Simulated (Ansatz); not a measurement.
The starting structures come from a database of crystals and need not be the phases stable at ambient conditions.

By PBEsol, the system below comes out a metal.

The ballistic (Sharvin) conductance counts the channels at the Fermi level: G/A = (e²/h) × channels of both spins per area.

Data:

```xyz
1
Lattice="2.7699 0.0000 0.0000 0.0000 2.7699 0.0000 1.3850 -1.3850 2.0174" Properties=species:S:1:pos:R:3 pbc="T T T"
Pd     0.0000     0.0000     0.0000
```

The cell is strained (lengths along the current scaled by 1.03, ions clamped); by PBEsol it stands under a pressure of -10.5 GPa.

The current flows along the normal of the first two printed cell vectors, the (001) (indices of the unstrained crystal) plane of the conventional cell. No spin-orbit coupling; the value is a mean over 0.1 eV about the Fermi level.

Question: Predict the ballistic conductance per area from PBEsol run with Ansatz (a program for electronic structure).

Answer: 1.7 × 10¹⁵ S/m² for both spins.
